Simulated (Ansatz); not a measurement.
The starting structures come from a database of crystals and need not be the phases stable at ambient conditions.

By LDA, the system below comes out a metal.

A figure of merit of an interconnect metal is its ballistic conductance per area.

Here is the system:

```yaml
crystal:
  lattice:
    - [3.13942, 0.00000, 0.00000]
    - [0.00000, 6.14685, 0.00000]
    - [0.00000, 0.00000, 3.04146]
  atoms:
    - { symbol: In, position: [0.00248, 0.00000, 0.00000] }
    - { symbol: Sb, position: [0.74752, 0.50000, 0.00000] }
```

Space group of this cell: Pmm2. The cell is taken as given; by LDA its mean pressure is -3.9 GPa.

The current flows along the normal of the first two printed cell vectors. No spin-orbit coupling; the value is a mean over 0.1 eV about the Fermi level.

Task: Predict the ballistic conductance per area from LDA (Ansatz, a program for electronic structure).

Result: 0.90 × 10¹⁵ S/m² for both spins.
